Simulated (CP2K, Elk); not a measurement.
A CP2K input for a self-consistent single point of Yb (Fm-3m, 1 atom in the cell) (DFT PBE, GPW, DZVP-MOLOPT-SR-GTH basis, GTH-PBE potentials (GTH_POTENTIALS)):

```
&GLOBAL
  PROJECT yb
  RUN_TYPE ENERGY_FORCE
  PRINT_LEVEL LOW
&END GLOBAL
&FORCE_EVAL
  METHOD Quickstep
  STRESS_TENSOR ANALYTICAL
  &DFT
    BASIS_SET_FILE_NAME BASIS_MOLOPT_UCL
    POTENTIAL_FILE_NAME GTH_POTENTIALS
    &QS
      METHOD GPW
      EPS_DEFAULT 1E-10
    &END QS
    &MGRID
      CUTOFF 800
      REL_CUTOFF 50
      NGRIDS 5
    &END MGRID
    &SCF
      SCF_GUESS ATOMIC
      EPS_SCF 1E-6
      MAX_SCF 100
      ADDED_MOS 5
      &DIAGONALIZATION
        ALGORITHM STANDARD
      &END DIAGONALIZATION
      &MIXING
        METHOD BROYDEN_MIXING
        ALPHA 0.2
        NBUFFER 12
        BETA 1.5
      &END MIXING
      &SMEAR ON
        METHOD FERMI_DIRAC
        ELECTRONIC_TEMPERATURE [K] 1160.45
      &END SMEAR
    &END SCF
    &KPOINTS
      SCHEME MONKHORST-PACK 8 8 8
      GAMMA_CENTERED T
    &END KPOINTS
    &XC
      &XC_FUNCTIONAL PBE
      &END XC_FUNCTIONAL
    &END XC
    &PRINT
      &MO
        EIGENVALUES T
        OCCUPATION_NUMBERS T
        NDIGITS 8
        FILENAME mo
        &EACH
          QS_SCF 0
        &END EACH
        ADD_LAST NUMERIC
      &END MO
      &MULLIKEN OFF
      &END MULLIKEN
    &END PRINT
  &END DFT
  &SUBSYS
    &CELL
      A 3.87246700 0.00000000 0.00000000
      B 1.93623400 3.35365500 0.00000000
      C 1.93623400 1.11788500 3.16185600
      PERIODIC XYZ
    &END CELL
    &COORD
      Yb       0.00000000     0.00000000     0.00000000
    &END COORD
    &KIND Yb
      BASIS_SET DZVP-MOLOPT-SR-GTH-q24
      POTENTIAL GTH-PBE-q24
    &END KIND
  &END SUBSYS
  &PRINT
    &FORCES ON
    &END FORCES
    &STRESS_TENSOR ON
    &END STRESS_TENSOR
  &END PRINT
&END FORCE_EVAL
```

**Question.** Write the same calculation as an input for Elk.

**Answer.** One input that does it (others would too):

```
tasks
  0

xctype
  20

rgkmax
  7.5

gmaxvr
  16.0

nxlo
  2

lorbcnd
  .true.

lmaxi
  2

swidth
  0.00367493

maxscl
  100

avec
    0.0000000000    5.1745387813    5.1745387813
    5.1745387813    0.0000000000    5.1745387813
    5.1745387813    5.1745387813    0.0000000000

sppath
  'species/'

atoms
  1
  'Yb.in'
  1
  0.0000000000  0.0000000000  0.0000000000    0.0 0.0 0.0

ngridk
  8 8 8
```

Basis, cutoffs, solver keys and any potentials are the target program's own. This input uses DFT, PBE, all-electron FP-LAPW, Elk's shipped species files, APW+lo basis with extra local orbitals.

The starting cell comes from a database of computed structures (which also holds hypothetical and non-ambient phases and stackings), without a prior relaxation at this level. Its lattice was rescaled by a random factor within 2.5 % of one.
